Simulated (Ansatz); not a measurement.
# Os: stress against strain

Os (hcp, P6_3/mmc, 14.281 Å³/atom at rest, c along z) under an equal strain ε in the (0001) plane with the normal axis free, as in a coherent film. PBE in Ansatz, a plane-wave DFT program (PAW, default set), 420 eV, 24×24×13 Γ-centred mesh, Fermi-Dirac smearing 0.10 eV; ions are relaxed within the symmetry of each cell. Stress is positive for a compressed cell.

Here s stands for strain and y for stress xx.

| strain (%) | stress xx (GPa) |
|---|---|
| -3.00 | ? |
| -1.50 | 13.71 |
| -1.00 | 8.85 |
| -0.50 | 4.29 |
| 0.00 | 0.00 |
| 0.50 | -4.02 |
| 1.00 | -7.79 |
| 1.50 | -11.32 |

### Question
Using a straight line, estimate the missing y at s = -3.00 from the other rows, showing the fit.

### Answer
Means: s 0, y 0.531. About the means, the sum of products is -58.340 and the sum of squares of s is 7.0000; the slope is their ratio. Least squares gives y = 0.531 - 8.3343·s. Residuals (row less fit): 0.678, -0.015, -0.408, -0.531, -0.384, 0.013, 0.650; standard error 0.544 (degrees of freedom: 5). The slope gives the biaxial elastic modulus of this plane = 833 ± 21 GPa. At the withheld row, y = 0.531 - 8.3343 × (-3.0) = 25.534 GPa. The calculation gives 30.15 GPa, 4.616 GPa above the prediction (11.1 % of the range of y in the table). The row lies outside the fitted rows, so this is an extrapolation. From the scatter of the fitted rows alone, a prediction at this place has a standard error of 0.847 GPa, so the miss is 5.4 times that.

One order more, fitted to all 13 runs of the series, follows each within 0.14, so the miss is the next term of a smooth law. In a metal these values are sensitive to mesh and smearing; energies are taken to zero smearing, stresses follow the free energy. Rows are the converged runs of the series near zero and its far end; series whose fitted rows scatter by over a few per cent of the range, as at a crossing or softening among them, aren't shown in this form. Most that stay on the fit to the last digits aren't either.
